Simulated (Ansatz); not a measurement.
A self-consistent single point of AlNi (Cmm2, 2 atoms in the cell) with Ansatz (an electronic-structure program).

Level of theory: PBEsol, default PAW files made with PBE (plane waves; Ansatz).

```
AlNi
1.0
    1.93288    -1.94733     0.00000
    1.93288     1.94733     0.00000
    0.00000     0.00000     3.09013
Al Ni
1 1
Cartesian
  0.00000   0.00000   0.05000
  1.93288   0.00000   1.54507
```

Reference input (self-consistent single point, DFT, PBEsol, plane waves, default PAW files made with PBE): basis.ecutwfc = 420 eV; kpoints.mp_grid.grid = 12 12 11; hamiltonian.xc = pbesol; hamiltonian.pseudopotentials = {kind: paw} (the program's default PAW files); scf.occupations.method = gaussian; scf.occupations.width = 0.1 eV. This run's input differs from it in these lines:

Ansatz 0.2 input:
```diff
@@ -12,3 +12,3 @@
   mp_grid:
-    grid: [12, 12, 11]
+    grid: [13, 13, 12]
 hamiltonian:
@@ -20,3 +20,3 @@
     method: gaussian
-    width: 0.1 eV
+    width: 0.3 eV
 output:
```

The program printed (abridged):

```
SCF iter   1: F=—  HF=-6330.838293 eV  |F-HF|=—  |Δ(HF+E_count)|=         —  Δρ=2.03e-2  dr2=5.60e-2  ethr=1.77e-3  ⟨swp⟩=4.0  Hψ=22768  notcnv=0
all-band conjugate gradients solve this SCF's bands
preconditioner: auto → none
SCF iter   2: F=—  HF=-6330.831713 eV  |F-HF|=—  |Δ(HF+E_count)|=   6.58e-3  Δρ=7.08e-3  dr2=7.84e-3  ethr=2.67e-4  ⟨swp⟩=1.0  Hψ=7889  notcnv=0
SCF iter   3: F=—  HF=-6330.830814 eV  |F-HF|=—  |Δ(HF+E_count)|=   8.99e-4  Δρ=1.14e-3  dr2=2.12e-4  ethr=3.73e-5  ⟨swp⟩=1.0  Hψ=5113  notcnv=0
SCF iter   4: F=—  HF=-6330.830786 eV  |F-HF|=—  |Δ(HF+E_count)|=   2.81e-5  Δρ=9.03e-5  dr2=4.91e-7  ethr=1.01e-6  ⟨swp⟩=1.3  Hψ=5511  notcnv=0
SCF iter   5: F=—  HF=-6330.830826 eV  |F-HF|=—  |Δ(HF+E_count)|=   3.92e-5  Δρ=6.67e-6  dr2=8.03e-9  ethr=2.34e-9  ⟨swp⟩=2.0  Hψ=8385  notcnv=0
SCF iter   6: F=-6330.830826 eV  HF=-6330.830826 eV  |F-HF|=1.65e-9  |Δ(HF+E_count)|=  6.18e-11  Δρ=2.23e-6  dr2=2.08e-9  ethr=3.82e-11  ⟨swp⟩=2.8  Hψ=17449  notcnv=0
SCF 1 converged in 6 iterations: F = -6330.830826 eV  dr2 = 2.08e-9
Free energy (F): -6330.830826 eV
Internal energy: -6330.789172 eV  (E = F + TS)
E sigma→0 (E₀):  -6330.809999 eV
Entropy (-TS):   -0.041654 eV (-20.827 meV/atom)
Fermi energy:    14.345767 eV
--- Forces (eV/Å), atoms counted from 1 ---
  atom   1  Al     0.00000000     0.00000000    -0.33484781
  atom   2  Ni     0.00000000     0.00000000     0.33486234
--- Stress (GPa, compression-positive) ---
        5.274288       0.000000       0.000000
        0.000000       3.651818       0.000000
        0.000000       0.000000      -1.990714
  P = ⅓ Tr σ = 2.3118 GPa (23.118 kbar)
  The stress holds the Pulay correction. Without it, at fixed plane waves, as pw.x and ABINIT print it: P = 2.2531 GPa
```

The run converged in 6 iterations. Against the reference run the free energy falls by 7.7 meV/atom, the pressure goes from 2.19 to 2.31 GPa and the largest force hardly changes (0.333 to 0.335 eV/Å).

The starting cell comes from a database of computed structures (which also holds hypothetical and non-ambient phases and stackings), without a prior relaxation at this level. Its lattice was rescaled by up to half a per cent. One atom was moved a little off its site on purpose. Spin polarisation is off. Ansatz's pressure includes its estimate of the finite-basis (Pulay) stress.
